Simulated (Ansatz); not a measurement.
# Re under a change: pressure 3 GPa

The reference is Re (space group R-3m, No. 166; a = 2.7536 Å, c = 19.9553 Å (hexagonal axes); a cell from a computed database, its experimental status unchecked).

Perturbation: cell and atoms relaxed at a pressure of 3 GPa.

All numbers come from DFT with PBEsol, PAW potentials and a 420 eV plane-wave cutoff in Ansatz (an electronic-structure program), scalar-relativistic without spin-orbit coupling. k-mesh 19×19×19 (Γ-centred); smearing 0.05 eV (Fermi–Dirac).

```csv
quantity,base,changed,shift
volume per atom,14.56 Å³,14.45 Å³,-0.11 Å³
density,21.24 g/cm³,21.40 g/cm³,+0.16 g/cm³
lattice parameter a,2.754 Å,2.747 Å,-0.007 Å
c/a ratio,7.247,7.248,+0.001
shortest interatomic distance,2.725 Å,2.718 Å,-0.007 Å
enthalpy H = E + PV relative to the base's energy,–,+0.27 eV/atom,–
band gap,zero,zero,–
```

Cost of the whole job for the changed cell (relaxation, final SCF and bands): very roughly 2.9 core-minutes.

Load acts through the strain it causes; cell and atoms are relaxed under it. Whether these cells are dynamically stable was not tested. The final runs are not spin-polarised. This is not the structure that Re has at room temperature and ambient pressure.
